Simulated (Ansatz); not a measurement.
Defect migration in rock-salt AgCl: interstitial Cl, charge state -1. The step: a concerted move, in which Cl travels most; the atom moves 2.79 Å along (0.50, 0.00, 0.00) of the unit cell; the moving atom starts with neighbours 4 Ag at 2.54; 4 Cl at 3.13 Å and ends with 4 Ag at 2.54; 4 Cl at 3.13 Å. A PBE band in Ansatz (plane-wave PAW, one k-point at (0.250, 0.250, 0.250), 64 host sites, 135 SCF runs with any check of the saddle's order, static, no finite-size correction) gives a forward barrier of 0.19 eV. The saddle point's order was not checked. The charge state is imposed; whether it is stable for some Fermi level was not computed. Sites that were not tried may lie lower.

Single points at the band's start and saddle point can refine it. Rough cost of one point, in units of the band's mean SCF on the same machine:

```json
[
 {"Level": "PBE, a 2×2×2 k-point mesh shifted by half a step", "Cost of one point": "about 4"},
 {"Level": "r2SCAN at 500 eV, one k-point at (0.250, 0.250, 0.250)", "Cost of one point": "about 2"}
]
```

Q: Which of these move the barrier by more than 0.1 eV, and how far does each move it?

A: PBE, a 2×2×2 k-point mesh shifted by half a step: 0.00 eV; r2SCAN at 500 eV, one k-point at (0.250, 0.250, 0.250): +0.17 eV. Each functional is compared with PBE at the same k-points.

Ansatz is a program for electronic structure.
